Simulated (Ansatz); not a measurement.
## Response to strain in Sc

The parent structure is Sc in the hcp (Mg type) structure (space group P6_3/mmc, No. 194; a = 3.275 Å, c = 5.105 Å; relaxed with 0.1 eV smearing). Axes: x lies along a and z along c of the hexagonal cell.

Strains are applied to the cell and any free atomic positions relax; under biaxial strain the out-of-plane vector relaxes too.

Method: PBEsol (Ansatz, a first-principles code; PAW; 420 eV plane waves; no spin-orbit coupling).

Candidates:
(a) biaxial strain −0.50 %, plane normal [001], relaxed out of plane
(b) biaxial strain −1.00 %, plane normal [001], relaxed out of plane
(c) biaxial strain +2.00 %, plane normal [001], relaxed out of plane

Problem. Order them by out-of-plane strain, highest first.

Solution. (b) biaxial strain −1.00 %, plane normal [001], relaxed out of plane (+0.59 %), (a) biaxial strain −0.50 %, plane normal [001], relaxed out of plane (+0.29 %), (c) biaxial strain +2.00 %, plane normal [001], relaxed out of plane (-1.11 %)

Whether these cells are dynamically stable was not tested. All final runs are without spin polarisation.
